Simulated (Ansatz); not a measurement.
## CaZnF4 (I4₁/a, No. 88, 12 atoms in the cell; start COD 1529060)

Calculation: LDA in Ansatz (plane waves, PAW).

Numerical settings: plane-wave cutoff 520 eV, 10×10×10 k mesh, Fermi–Dirac smearing 0.01 eV, scalar-relativistic PAW data made under PBE.

Cell (relaxed at this level):

CaZnF4 is taken in the tetragonal space group I4₁/a, origin choice 1 (No. 88), Pearson symbol tI24. Cell: a = b = 5.154 Å, c = 10.740 Å, α = β = γ = 90.00°. Zn on 4a is surrounded by 4 F at 1.905 Å (tetrahedral). Ca on 4b sees 8 F at 2.277–2.313 Å. F on 16f sees 1 Zn at 1.905 Å and 2 Ca at 2.277–2.313 Å (trigonal planar). (Neighbours: up to the widest gap in distance over summed covalent radii, below 1.35, at either atom; cation-cation and far metal-metal contacts left out.)
(The calculation used a cell of 12 atoms; values per cell refer to that cell.)

band gap: 5.35 eV

Note: the relaxation could not lower the start's symmetry, so a distorted cell can lie lower.

Cost on a shared machine: very roughly 3.0 core-minutes.

Ansatz is a first-principles code.
